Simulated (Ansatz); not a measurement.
Consider MoSi$_{2}$ (space group I4/mmm, No. 139; a = 3.190 Å, c = 7.821 Å).

All numbers come from PBEsol in Ansatz (plane waves to 420 eV, PAW, no spin-orbit coupling).

For the base:

The volume per atom is 13.27 Å³ and the c/a ratio is 2.451.

Perturbation: full substitution Mo → W, then cell and atoms are relaxed.

Tabulated Pauling electronegativity and covalent radius: Mo 2.16, 1.54 Å; W 2.36, 1.62 Å.

Q: What happens to the volume per atom?

A: The volume per atom increases by 0.09 Å³ to 13.36 Å³.

Q: Estimate the effect on the c/a ratio.

A: The c/a ratio falls by 0.011, from 2.451 to 2.440.

No phonon test of stability was made. All final runs are without spin polarisation.

Ansatz is a program for electronic structure.
